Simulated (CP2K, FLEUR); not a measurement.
A FLEUR input for a self-consistent single point of Mg₂Ge (Fm-3m, 3 atoms in the cell) (DFT, PBEsol, all-electron FLAPW (FLEUR), scalar-relativistic valence):

Input of the input generator:

```
Mg2Ge crystal
&input film=f /
-0.0000000000 6.0517439792 6.0517439792
6.0517439792 0.0000000000 6.0517439792
6.0517439792 6.0517439792 -0.0000000000
1.0
1.0 1.0 1.0

3
12 0.7500000000 0.7500000000 0.7500000000
12 0.2500000000 0.2500000000 0.2500000000
32 0.0000000000 0.0000000000 0.0000000000

&comp jspins=1 /
&exco xctyp='PBEs' /
&kpt div1=6 div2=6 div3=6 gamma=t /
&end /
```

```xml
<?xml version="1.0" encoding="UTF-8" standalone="no"?>
<fleurInput fleurInputVersion="0.39">
   <comment>
      Mg2Ge crystal                                                                                       
   </comment>
   <calculationSetup>
      <cutoffs Kmax="4.3" Gmax="17.2" GmaxXC="17.2" numbands="0"/>
      <scfLoop itmax="100" minDistance="0.00001" maxIterBroyd="25" imix="Anderson" alpha="0.05" precondParam="0.0" spinf="2.0"/>
      <coreElectrons ctail="T" frcor="F" kcrel="0" coretail_lmax="0"/>
      <xcFunctional name="PBEs" relativisticCorrections="F"/>
      <magnetism jspins="1"/>
      <soc l_soc="F" theta="0.0" phi="0.0" spav="F"/>
      <expertModes spex="0" secvar="F"/>
      <geometryOptimization l_f="T" forcealpha="1.0" forcemix="BFGS" epsdisp="0.00001" epsforce="0.00001"/>
      <ldaU l_linMix="F" mixParam="0.05" spinf="1.0"/>
   </calculationSetup>
   <cell>
      <bzIntegration valenceElectrons="34.0" mode="hist" fermiSmearingEnergy="0.00499791">
         <kPointListSelection listName="default-1"/>
         <!-- k-points included here -->
         <xi:include xmlns:xi="http://www.w3.org/2001/XInclude" href="kpts.xml"> </xi:include>
      </bzIntegration>
      <!-- symmetry operations included here -->
      <xi:include xmlns:xi="http://www.w3.org/2001/XInclude" href="sym.xml"> </xi:include>
      <bulkLattice scale="1.0">
         <bravaisMatrix>
            <row-1>    0.0000000000000000     6.0517439792000003     6.0517439792000003</row-1>
            <row-2>    6.0517439792000003     0.0000000000000000     6.0517439792000003</row-2>
            <row-3>    6.0517439792000003     6.0517439792000003     0.0000000000000000</row-3>
         </bravaisMatrix>
      </bulkLattice>
   </cell>
   <atomSpecies>
      <species name="Magnesium (Mg)" element="Mg" atomicNumber="12">
         <mtSphere radius="1.89" gridPoints="669" logIncrement="0.017"/>
         <atomicCutoffs lmax="8" lnonsphr="6"/>
         <electronConfig flipSpins="F">
            <coreConfig>(1s1/2)</coreConfig>
            <valenceConfig>(2s1/2) (2p1/2) (2p3/2) (3s1/2)</valenceConfig>
         </electronConfig>
         <energyParameters s="3" p="3" d="3" f="4"/>
         <lo type="SCLO" l="0" n="2" eDeriv="0"/>
         <lo type="SCLO" l="1" n="2" eDeriv="0"/>
      </species>
      <species name="Germanium (Ge)" element="Ge" atomicNumber="32">
         <mtSphere radius="2.63" gridPoints="925" logIncrement="0.014"/>
         <atomicCutoffs lmax="10" lnonsphr="8"/>
         <electronConfig flipSpins="F">
            <coreConfig>(1s1/2) (2s1/2) (2p1/2) (2p3/2) (3s1/2) (3p1/2) (3p3/2)</coreConfig>
            <valenceConfig>(4s1/2) (3d3/2) (3d5/2) (4p1/2) (4p3/2)</valenceConfig>
            <stateOccupation state="(4p1/2)" spinUp="0.3333333333333" spinDown="0.3333333333333"/>
            <stateOccupation state="(4p3/2)" spinUp="0.6666666666667" spinDown="0.6666666666667"/>
         </electronConfig>
         <energyParameters s="4" p="4" d="3" f="4"/>
      </species>
   </atomSpecies>
   <atomGroups>
      <atomGroup species="Magnesium (Mg)">
         <relPos label="                   1">-1.000/4.000 -1.000/4.000 -1.000/4.000</relPos>
         <relPos label="                   2">1.000/4.000 1.000/4.000 1.000/4.000</relPos>
         <force calculate="T" relaxXYZ="TTT"/>
      </atomGroup>
      <atomGroup species="Germanium (Ge)">
         <relPos label="                   3">.0000000000 .0000000000 .0000000000</relPos>
         <force calculate="T" relaxXYZ="TTT"/>
      </atomGroup>
   </atomGroups>
   <output dos="F" band="F" slice="F">
      <checks vchk="F" cdinf="F"/>
      <bandDOS minEnergy="-.5*Htr" maxEnergy="0.5*Htr" sigma="0.015" storeEVData="T"/>
      <vacuumDOS vacdos="F" integ="F" star="F" nstars="0" locx1="0.0" locy1="0.0" locx2="0.0" locy2="0.0" nstm="0" tworkf="0.0"/>
      <unfoldingBand unfoldBand="F" supercellX="1" supercellY="1" supercellZ="1"/>
      <plotting iplot="0" polar="F">
         <plot TwoD="T" vec1="  1.0  0.0  0.0" vec2="  0.0  1.0  0.0" vec3="  0.0  0.0  1.0" zero="  0.0  0.0  0.0" file="plot"/>
      </plotting>
      <chargeDensitySlicing numkpt="0" minEigenval="0.0" maxEigenval="0.0" nnne="0" pallst="F"/>
      <specialOutput eonly="F"/>
      <magneticCircularDichroism mcd="F" energyLo="-10.0" energyUp="0.0"/>
   </output>
  <!-- We include the file relax.xml here to enable relaxations (see documentation) -->
  <xi:include xmlns:xi="http://www.w3.org/2001/XInclude" href="relax.xml"> <xi:fallback/> </xi:include>
</fleurInput>
```

Problem. Give the CP2K input for the same structure, mesh, smearing and functional.

Solution. One input that does it (others would too):

```
&GLOBAL
  PROJECT calc
  RUN_TYPE ENERGY_FORCE
  PRINT_LEVEL MEDIUM
&END GLOBAL
&FORCE_EVAL
  METHOD Quickstep
  STRESS_TENSOR ANALYTICAL
  &DFT
    BASIS_SET_FILE_NAME BASIS_MOLOPT
    POTENTIAL_FILE_NAME GTH_POTENTIALS
    &QS
      METHOD GPW
      EPS_DEFAULT 1E-10
    &END QS
    &MGRID
      CUTOFF 1000
      REL_CUTOFF 50
      NGRIDS 5
    &END MGRID
    &SCF
      SCF_GUESS ATOMIC
      EPS_SCF 1E-6
      MAX_SCF 100
      ADDED_MOS 5
      &DIAGONALIZATION
        ALGORITHM STANDARD
      &END DIAGONALIZATION
      &MIXING
        METHOD BROYDEN_MIXING
        ALPHA 0.3
        NBUFFER 8
      &END MIXING
      &SMEAR ON
        METHOD FERMI_DIRAC
        ELECTRONIC_TEMPERATURE [K] 1578.21
      &END SMEAR
    &END SCF
    &KPOINTS
      SCHEME MONKHORST-PACK 6 6 6
      GAMMA_CENTERED T
    &END KPOINTS
    &XC
      &XC_FUNCTIONAL
        &PBE
          PARAMETRIZATION PBESOL
        &END PBE
      &END XC_FUNCTIONAL
    &END XC
    &PRINT
      &MO
        EIGENVALUES T
        OCCUPATION_NUMBERS T
        NDIGITS 8
        FILENAME mo
        &EACH
          QS_SCF 0
        &END EACH
        ADD_LAST NUMERIC
      &END MO
      &MULLIKEN ON
      &END MULLIKEN
    &END PRINT
  &END DFT
  &SUBSYS
    &CELL
      ABC 4.52894100 4.52894129 4.52894148
      ALPHA_BETA_GAMMA 59.99999372 59.99999620 59.99999479
      PERIODIC XYZ
    &END CELL
    &COORD
      SCALED
      Mg       0.75000000     0.75000000     0.75000000
      Mg       0.25000000     0.25000000     0.25000000
      Ge       0.00000000     0.00000000     0.00000000
    &END COORD
    &KIND Mg
      BASIS_SET DZVP-MOLOPT-SR-GTH-q10
      POTENTIAL GTH-PBE-q10
    &END KIND
    &KIND Ge
      BASIS_SET DZVP-MOLOPT-SR-GTH-q4
      POTENTIAL GTH-PBE-q4
    &END KIND
  &END SUBSYS
  &PRINT
    &FORCES ON
    &END FORCES
    &STRESS_TENSOR ON
    &END STRESS_TENSOR
  &END PRINT
&END FORCE_EVAL
```

Basis settings and potentials, where a program has them, do not carry over. This input uses DFT PBEsol, GPW, DZVP-MOLOPT-SR-GTH basis, GTH-PBE potentials (GTH_POTENTIALS).

The starting cell comes from a database of computed structures (which also holds hypothetical and non-ambient phases and stackings), without a prior relaxation at this level. Its lattice was rescaled by a random factor within 2.5 % of one.
